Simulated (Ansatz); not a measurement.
Base system: ZrSe2 in the CdI2 type structure (space group P-3m1, No. 164; layered, stacked along the Cartesian z axis; relaxed with 0.1 eV smearing).

```xyz
3
Lattice="3.6598 0.0000 0.0000 -1.8299 3.1695 0.0000 0.0000 0.0000 5.8412" Properties=species:S:1:pos:R:3 pbc="T T T"
Zr     0.0000     0.0000     0.0000
Se     0.0000     2.1130     1.6084
Se     1.8299     1.0565     4.2329
```

Cartesian axes are those of the cell as printed.

Computed with PBEsol-D3(BJ) (Ansatz, an electronic-structure program; PAW; 420 eV plane waves; no spin-orbit coupling).

Perturbation: the cell is stretched by 2.00 % along x with no lateral relaxation; the atoms relax in the strained cell.

Question: Predict the new energy relative to the base, largest internal atomic displacement and stress.

Answer: The energy grows by 3.2 meV/atom; the largest internal atomic displacement comes out as 0.020 Å; the stress (xx, yy, zz, yz, xz, xy; compression positive) is (-2.2, -0.5, -0.3, 0.1, 0.0, 0.0) GPa.

Whether these cells are dynamically stable was not tested. The final runs are not spin-polarised.
